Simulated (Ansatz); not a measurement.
Start from Ge in the diamond structure (space group Fd-3m, No. 227).

```xyz
2
Lattice="0.0000 2.8811 2.8811 2.8811 0.0000 2.8811 2.8811 2.8811 0.0000" Properties=species:S:1:pos:R:3 pbc="T T T"
Ge     2.8811     2.8811     2.8811
Ge     4.3217     4.3217     4.3217
```

Level of theory: Ansatz (an electronic-structure program) PBE, spin-orbit coupling left out, earlier PAW set.

For the base:

```
Quantity   Result
--------  -------
Pressure  0.0 GPa
Band gap     zero
```

Modification: an isotropic linear strain of −0.37 %; the atoms relax in the strained cell.

**Question.** Estimate the effect on the energy relative to the base.

**Answer.** The energy goes up by 0.5 meV/atom.

**Question.** How does this affect the pressure?

**Answer.** The pressure goes from zero to 0.7 GPa.

**Question.** What does the calculation give for the band gap after the change?

**Answer.** The band gap stays zero.

Whether these cells are dynamically stable was not tested. A zero or small gap of Ge can be the functional's error rather than a property of the material.
